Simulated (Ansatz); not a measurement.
Results of PBEsol (PAW; Ansatz, a first-principles code) for rock-salt LaSe.

The input as run:

Ansatz 0.2 input:
```yaml
crystal:
  lattice:
    - [0.0, 3.0296959877, 3.0296959877]
    - [3.0296959877, 0.0, 3.0296959877]
    - [3.0296959877, 3.0296959877, 0.0]
  atoms:
    - { symbol: La, position: [0.0, 0.0, 0.0] }
    - { symbol: Se, position: [0.5, 0.5, 0.5] }
basis:
  ecutwfc: 520
  ecutrho_ratio: 4
  xc_grid: 2
kpoints:
  mp_grid: { grid: [16, 16, 16] }
hamiltonian:
  xc: pbesol
  dispersion: none
  pseudopotentials: { kind: paw }
scf:
  occupations: { method: fermi_dirac, width: 0.05 }
  convergence: { dr2_threshold: 0.0000000002 }
output:
  forces: true
  stress: true
  eigenvalues: true
```

The run printed, among other lines:

```
Crystal: 2 atoms, lattice volume = 55.620 Å³
Basis set: ecut = 520 eV, 1459 PW (Γ), exchange–correlation on 64×64×64 points (8 copies of the dense FFT grid, shifted against one another)
Bands: 18, of which v1, the nominal top of the filled ones, is band 14 counted from 1 (13 counted from 0)
Symmetry: 48 space group operations
Space group: Fm-3m (ITA 225), of the structure as read, at distance tolerance 3.8e-5 Å
k-points: 145 of 4096
Functional: x = pbesol(κ = 0.804, μ = 0.12345679012345678), c = pbesol(β = 0.046)
SCF iter   1: F=—  HF=-11589.541474 eV  |F-HF|=—  |Δ(HF+E_count)|=         —  Δρ=2.33e-3  dr2=4.34e-3
SCF iter   2: F=—  HF=-11589.539839 eV  |F-HF|=—  |Δ(HF+E_count)|=   1.63e-3  Δρ=1.30e-3  dr2=1.29e-3
  ...
SCF iter   7: F=—  HF=-11589.539584 eV  |F-HF|=—  |Δ(HF+E_count)|=  9.57e-10  Δρ=1.94e-6  dr2=1.56e-9
SCF iter   8: F=-11589.539584 eV  HF=-11589.539584 eV  |F-HF|=1.27e-11  |Δ(HF+E_count)|=  9.13e-10  Δρ=3.99e-7  dr2=5.43e-11
SCF 1 converged in 8 iterations: F = -11589.539584 eV  dr2 = 5.43e-11
SCF converged after 8 iterations
Free energy (F): -11589.539584 eV
Internal energy: -11589.529834 eV  (E = F + TS)
E sigma→0 (E₀):  -11589.534709 eV
Fermi energy:    12.032496 eV
--- Stress (GPa, compression-positive) ---
       -1.461047      -0.000000      -0.000000
        0.000000      -1.461047       0.000000
        0.000000       0.000000      -1.461047
  P = ⅓ Tr σ = -1.4610 GPa (-14.610 kbar)
```

The cell is one volume of an energy–volume scan, off the minimum.

The PAW data were made under PBE.

It cost about 11 core-seconds (a rough figure) of CPU time.
